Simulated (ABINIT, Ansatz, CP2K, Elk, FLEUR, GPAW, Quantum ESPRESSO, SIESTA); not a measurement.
## SnO (P4/nmm, 4 atoms in the cell) computed with different codes at matched settings

Self-consistent single point.

```yaml
crystal:
  lattice:
    - [3.81370, 0.00000, 0.00000]
    - [0.00000, 3.81370, 0.00000]
    - [0.00000, 0.00000, 4.88691]
  atoms:
    - { symbol: Sn, position: [0.00000, 0.50000, 0.23537] }
    - { symbol: Sn, position: [0.50000, 0.00000, 0.76463] }
    - { symbol: O, position: [0.50000, 0.50000, 0.00000] }
    - { symbol: O, position: [0.00000, 0.00000, 0.00000] }
```

All programs got the same cell, k-point mesh and kind of occupations (in Ansatz's words: kpoints.mp_grid.grid = 5 5 4; scf.occupations.method = fermi_dirac; scf.occupations.width = 0.0007 Ry); potentials, basis and cutoffs are each program's usual ones.

| code | model | pressure (GPa) | largest force (eV/Å) | gap on the mesh (eV) | k-points | cutoff |
|---|---|---|---|---|---|---|
| Quantum ESPRESSO | PBE, PSlibrary PAW (PBE, semicore) pseudopotentials | 2.90 | 0.464 | 0.564 | 18 | 55 Ry |
| Elk | PBE, all-electron FP-LAPW, Elk's shipped species files, APW+lo basis with extra local orbitals | – | 0.170 | 0.570 | 18 | rgkmax 7.5 |
| ABINIT | PBE, norm-conserving pseudopotentials (PseudoDojo nc-sr-05 PBE standard) | 3.57 | 0.358 | 0.561 | 18 | 1143 eV |
| CP2K | PBE, GPW, DZVP-MOLOPT-SR-GTH basis, GTH-PBE potentials (GTH_POTENTIALS) | 6.54 | 0.743 | 0.506 | 51 | grid 450 Ry |
| Ansatz | PBE, default PAW files | 3.18 | 0.366 | 0.558 | 18 | default |
| SIESTA | GGA PBE, numerical atomic orbitals DZP, PseudoDojo PBE standard norm-conserving potentials (rewritten from UPF to PSML) | 5.14 | 0.793 | 0.569 | 53 | grid 300 Ry |
| FLEUR | PBE, all-electron FLAPW (FLEUR), scalar-relativistic valence | – | 0.294 | 0.564 | 18 | Kmax 4.4 1/bohr |
| GPAW | PBE, GPAW PAW datasets PBE (gpaw-data 1.0.1) | – | 0.311 | 0.562 | 18 | 950 eV |

A dash marks a value that a program does not give, or that is left out as unsure.

Gaps are read on the mesh. Another mesh or the band path gives a smaller gap, so these values are not converged in the mesh.

The spread over the programs that give each value: pressure within 3.64 GPa; largest force within 0.623 eV/Å; gap on the mesh within 0.064 eV.

The starting cell comes from a database of computed structures (which also holds hypothetical and non-ambient phases and stackings), without a prior relaxation at this level. On Ansatz's run: In the base run, with a pressure of about 4 GPa the cell is away from its equilibrium volume at this level. Another mesh or the band path of this cell gives a smaller gap, so this value is not converged in the mesh.

### Question
Why do the programs differ, and what cannot be compared?

### Answer
Differences of this kind can come from the potentials, where these differ, and from what each basis and cutoff leave unconverged. The valence holds different numbers of electrons (Quantum ESPRESSO 40, ABINIT 40, CP2K 20, Ansatz (an electronic-structure program) 40, SIESTA 40, FLEUR 40, GPAW 40). The zero of total energies and Fermi levels follows the potentials and each program's conventions, so they are not compared here. CP2K and SIESTA use small atom-centred bases, whose incompleteness enters pressures, forces and empty levels differently from a plane-wave cutoff. Elk and FLEUR treat all electrons, but the usual bases taken here (sphere radii, linearisation, local orbitals, empty states) were not tested for convergence, so the values are no reference for the others. Ansatz's pressure is given at a fixed set of plane waves, as the other plane-wave codes print theirs; with its correction for the finite basis it is 3.64 GPa (the shift of 0.46 GPa shows how far the cutoff is from converged). Ansatz's smearing width was typed in Ry to four decimals, so it matches the others to a few per cent. The pressure of GPAW is left out: its cutoff lies under the one at which its stress was checked. The programs reduce the same mesh by symmetry to different extents, which changes the work and not the result. In the pressure, CP2K (by 3.35) and SIESTA (by 1.96) lie more than 1 GPa from the median of the plane-wave programs. In the force vectors, Quantum ESPRESSO (by 0.102), Elk (by 0.192), CP2K (by 0.381) and SIESTA (by 0.431) lie more than 0.08 eV/Å from the median of the plane-wave programs.

Keys are those of Ansatz 0.2.
